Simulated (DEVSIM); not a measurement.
Structure: illuminated Si n-on-p cell, one wavelength, with a back-surface field, at 400 K.

```tsv
layer (left to right)	material	thickness (μm)	Nd (cm⁻³)	Na (cm⁻³)	τn (s)	τp (s)	absorption coefficient (cm⁻¹)
1	Si	0.0700	1.6e19	-	3.1e-6	1e-5	400
2	Si	35.0	-	1.8e17	0.00011	0.00011	400
3	Si	1.80	-	2.2e18	0.00011	0.00011	400
```

Left contact: ohmic, minority hole recombination velocity 5000 cm/s. Right contact: ohmic, minority electron recombination velocity 2e6 cm/s. Voltage is applied to the left contact. Recombination: SRH at mid-gap, radiative, Auger. Light enters at the left, 5.4e16 photons cm⁻² s⁻¹, one pass, no reflection. Mobility is μmin + (μ − μmin)/(1 + (N/Nref)^α).

The device is made up for the run: typed textbook-type constants, with dimensions and the other settings drawn at random. Values at 300 K; Nc and Nv go as T^1.5, mobilities as T to minus their exponent, the gap by Varshni's rule with the affinity fixed.

| parameter | Si |
|---|---|
| gap (eV) | 1.124 |
| affinity (eV) | 4.05 |
| permittivity | 11.7 |
| Nc (cm⁻³) | 2.86e19 |
| Nv (cm⁻³) | 3.1e19 |
| μn (cm²/Vs) | 1417 |
| μp (cm²/Vs) | 470 |
| μn,min | 52 |
| μp,min | 45 |
| Nref,n | 9.7e16 |
| Nref,p | 2.2e17 |
| αn | 0.68 |
| αp | 0.72 |
| T exponent of μn | 2.3 |
| T exponent of μp | 2.2 |
| B (cm³/s) | 4.7e-15 |
| Cn (cm⁶/s) | 2.8e-31 |
| Cp (cm⁶/s) | 9.9e-32 |
| Varshni α (eV/K) | 0.000473 |
| Varshni β (K) | 636 |

Simulated with DEVSIM: 1D drift-diffusion, Boltzmann statistics, complete ionisation; no tunnelling, impact ionisation, image-force lowering or self-heating.

Task: Tabulate band edges, carrier densities and field at zero bias, in the dark.

Result: Energies count from the Fermi level of the right contact; mesh points crowd at the junctions.

```csv
x (μm),Ec (eV),Ev (eV),n (cm⁻³),p (cm⁻³),field (V/cm)
0.000,0.035,-1.062,1.6e19,2000000,≈ 0
0.02892,0.035,-1.062,1.6e19,2000000,≈ 0
0.05896,0.035,-1.062,1.6e19,2000000,65
0.08850,0.433,-0.663,1.5e14,2.1e11,160000
0.2092,0.904,-0.192,1.8e8,1.8e17,66
0.4984,0.904,-0.192,1.8e8,1.8e17,≈ 0
1.249,0.904,-0.192,1.8e8,1.8e17,≈ 0
4.666,0.904,-0.192,1.8e8,1.8e17,≈ 0
12.85,0.904,-0.192,1.8e8,1.8e17,≈ 0
26.33,0.904,-0.192,1.8e8,1.8e17,≈ 0
31.80,0.904,-0.192,1.8e8,1.8e17,≈ 0
34.24,0.904,-0.192,1.8e8,1.8e17,≈ 0
34.78,0.904,-0.192,1.8e8,1.8e17,≈ 0
34.98,0.904,-0.192,1.8e8,1.8e17,16
35.06,0.939,-0.158,6.6e7,4.9e17,37000
35.10,0.990,-0.106,1.5e7,2.2e18,15
35.19,0.990,-0.106,1.5e7,2.2e18,≈ 0
35.43,0.990,-0.106,1.5e7,2.2e18,≈ 0
36.27,0.990,-0.106,1.5e7,2.2e18,≈ 0
36.66,0.990,-0.106,1.5e7,2.2e18,≈ 0
36.81,0.990,-0.106,1.5e7,2.2e18,≈ 0
36.87,0.990,-0.106,1.5e7,2.2e18,≈ 0
```
